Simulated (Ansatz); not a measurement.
The parent structure is ZnS in the zinc blende structure (space group F-43m, No. 216; a = 5.3567 Å).

Calculations: PBEsol (Ansatz, a program for electronic structure, PAW, scalar-relativistic without spin-orbit coupling).

Base values:

The band gap comes out as 2.09 eV. The lattice parameter a comes out as 5.357 Å.

It is then changed as follows: cell and atoms relaxed at a pressure of 1.8 GPa.

Q: How does this affect the band gap?

A: The band gap rises by 0.09 eV (2.09 eV → 2.18 eV).

Q: What happens to the lattice parameter a?

A: The lattice parameter a shrinks by 0.039 Å, from 5.357 Å to 5.318 Å.

Load acts through the strain it causes; cell and atoms are relaxed under it. No phonon test of stability was made.
